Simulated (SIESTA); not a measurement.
Band structure of SnSe₂ (P-3m1, 3 atoms in the cell).

```
CELL_PARAMETERS angstrom
      3.76391     0.00000     0.00000
     -1.88196     3.25964     0.00000
      0.00000     0.00000     6.35422
ATOMIC_POSITIONS crystal
  Sn 0.00000 0.00000 0.00000
  Se 0.66667 0.33333 0.75710
  Se 0.33333 0.66667 0.24290
```

Level of theory: SIESTA with GGA PBE, numerical atomic orbitals DZP, PseudoDojo PBE standard norm-conserving potentials (rewritten from UPF to PSML).

Settings: XC.functional = GGA; XC.authors = PBE; potentials = PseudoDojo PBE standard; PAO.BasisSize = DZP; PAO.EnergyShift = 0.005 Ry; MeshCutoff = 350 Ry; kgrid.MonkhorstPack = 8 8 4; OccupationFunction = FD; ElectronicTemperature = 10 K; MaxSCFIterations = 150; SCF.Mixer.Method = Broyden; SCF.Mixer.Weight = 0.1; SCF.Mixer.History = 6; SCF.DM.Tolerance = 1.0E-05.

The starting cell comes from a database of computed structures (which also holds hypothetical and non-ambient phases and stackings), without a prior relaxation at this level. Its lattice was rescaled by a random factor within 2.5 % of one. Values carry the incompleteness of an atom-centred basis.

Predict the gap along the standard path and the places of the band edges.

The gap along the path is 0.90 eV, from a point between Γ and M to a point between L and M; the smallest direct gap on it is 1.38 eV.

Levels in eV from the top of the valence band on the path, bands 20 to 24:
| point | 20 | 21 | 22 | 23 | 24 |
|---|---|---|---|---|---|
| Γ | -0.52 | -0.22 | -0.22 | -0.10 | 1.29 |
| M | -2.79 | -2.59 | -1.01 | -0.29 | 1.25 |
| K | -3.84 | -3.49 | -1.33 | -1.33 | 1.73 |
| A | -0.59 | -0.59 | -0.13 | -0.13 | 2.61 |
| L | -2.48 | -2.06 | -0.72 | -0.55 | 0.93 |
| H | -4.21 | -3.75 | -0.44 | -0.44 | 2.59 |

Higher empty bands are left out: an atom-centred basis made for the valence describes them poorly.
